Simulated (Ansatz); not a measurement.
Base system: PbSe in the rock salt structure (space group Fm-3m, No. 225; a = 6.218 Å).

Computed with DFT with PBE, PAW potentials and a 420 eV plane-wave cutoff in Ansatz (a program for electronic structure), no SOC, earlier PAW set.

Base values:

The pressure comes out as -0.01 GPa. The valley order comes out as L along ⟨111⟩ 0.44 eV; a point along ⟨110⟩, about 0.6 Å⁻¹ from Γ 1.23 eV and the width of the top valence band is 2.91 eV.

It is then changed as follows: every lattice vector is shortened by 3.35 %, atoms relaxed at fixed cell.

Task: Estimate the effect on the energy relative to the base.

Result: The energy increases by 49 meV/atom.

Task: What does the calculation give for the pressure after the change?

Result: The pressure grows by 5.953 GPa to 5.95 GPa.

Task: What does the calculation give for the valley order after the change?

Result: The valley order (the lowest conduction-band minima on the path, energy above the VBM, named in the base's zone) goes from L along ⟨111⟩ 0.44 eV; a point along ⟨110⟩, about 0.6 Å⁻¹ from Γ 1.23 eV to L along ⟨111⟩ 0.09 eV; a point along ⟨110⟩, about 0.6 Å⁻¹ from Γ 0.99 eV.

Task: How does this affect the width of the top valence band?

Result: The width of the top valence band rises by 0.74 eV (2.91 eV → 3.65 eV).

Spin-orbit coupling, missing from the scalar runs, can matter with Pb. The levels and masses belong to the bands next to the band gap. The cells carry an imposed strain or load. Whether these cells are dynamically stable was not tested.
